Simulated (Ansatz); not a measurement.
Ba₂ZnTe₃ (Pnma, No. 62; cell taken from a computed entry) was calculated with r²SCAN (Ansatz, a first-principles code, PAW).

Settings: plane-wave cutoff 560 eV, 4×8×2 k mesh (along the axes of the cell as run), Fermi–Dirac smearing 0.01 eV, scalar-relativistic PAW data made under PBE.

Cell (relaxed with PBEsol):

Ba₂ZnTe₃ has the orthorhombic space group Pnma (No. 62), Pearson symbol oP24. Cell: a = 9.602 Å, b = 4.626 Å, c = 18.678 Å, α = 90.00°, β = 90.00°, γ = 90.00°. Ba1 on 4c is surrounded by 7 Te at 3.385–3.621 Å. Ba2 on 4c has 7 Te at 3.442–3.595 Å and 1 Te at 4.440 Å. Zn on 4c is surrounded by 4 Te at 2.633–2.733 Å (tetrahedral). Te1 on 4c is coordinated by 2 Zn at 2.733 Å and 4 Ba at 3.511–3.595 Å and 1 Ba at 4.440 Å. Te2 on 4c is coordinated by 1 Zn at 2.633 Å and 5 Ba at 3.385–3.621 Å. Te3 on 4c has 1 Zn at 2.642 Å and 5 Ba at 3.442–3.462 Å. (Neighbours: up to the widest gap in distance over summed covalent radii, below 1.35, at either atom; cation-cation and far metal-metal contacts left out.)

Task: Give the computed band gap.

Result: 
* **band gap**: 1.60 eV

Note: cell and atoms aren't relaxed at this level (largest force component 0.04 eV/Å, pressure 2.0 GPa).

Spin–orbit coupling is not included; with these elements it can move the gap by several tenths of an eV or more.

Computed values are for the static lattice.
